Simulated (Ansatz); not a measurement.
# What isotropic strain +1.25 % does to Zr

Take Zr in the hcp (Mg type) structure (space group P6_3/mmc, No. 194; a = 3.2443 Å, c = 5.1580 Å; relaxed with 0.1 eV smearing) as the base.

It is then changed as follows: every lattice vector is stretched by 1.25 %; the atoms relax in the strained cell.

Computed with Kohn–Sham DFT with the r2SCAN functional, run in Ansatz (an electronic-structure program) with PAW and 500 eV plane waves, no spin-orbit coupling. k-mesh 20×20×11 (Γ-centred); smearing 0.1 eV (Fermi–Dirac).

* **Volume per atom**: 24.40 Å³ (base 23.51 Å³)
* **Space group**: P6_3/mmc (No. 194) (base P6_3/mmc (No. 194))
* **Shortest interatomic distance**: 3.227 Å (base 3.187 Å)
* **Energy relative to the base (free energy F)**: +9.5 meV/atom
* **Pressure (mean of the normal stresses, compression positive)**: -3.3 GPa (base 0.0 GPa)
* **Band gap**: zero (base zero)

Final structure:

```yaml
crystal:
  lattice:
    - [3.28486, 0.00000, 0.00000]
    - [-1.64243, 2.84477, 0.00000]
    - [0.00000, 0.00000, 5.22248]
  atoms:
    - { symbol: Zr, position: [0.33333, 0.66667, 0.75000] }
    - { symbol: Zr, position: [0.66667, 0.33333, 0.25000] }
```

Whether these cells are dynamically stable was not tested. All final runs are without spin polarisation.
